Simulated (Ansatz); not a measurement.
Rock-salt NaH, treated with HSE06-D3(BJ) (plane waves, PAW; Ansatz, a quantum-chemistry and plane-wave program).

Settings: plane-wave cutoff 460 eV, 10×10×10 k mesh, Fermi–Dirac smearing 0.01 eV, scalar-relativistic PAW data made under PBE.

Computed at the level's own relaxed cell.

```
CELL_PARAMETERS angstrom
      0.00000     2.32810     2.32810
      2.32810     0.00000     2.32810
      2.32810     2.32810     0.00000
ATOMIC_POSITIONS crystal
  Na 0.00000 0.00000 0.00000
  H  0.50000 0.50000 0.50000
```

Problem. List the 5 lowest band energies at Γ above −25 eV (eV, relative to the valence band maximum), grouping those that round alike.

Solution. At Γ: -24.12 (×3), -4.29, 13.08.

Note: the run warned that its exchange threshold was loose for the stress.
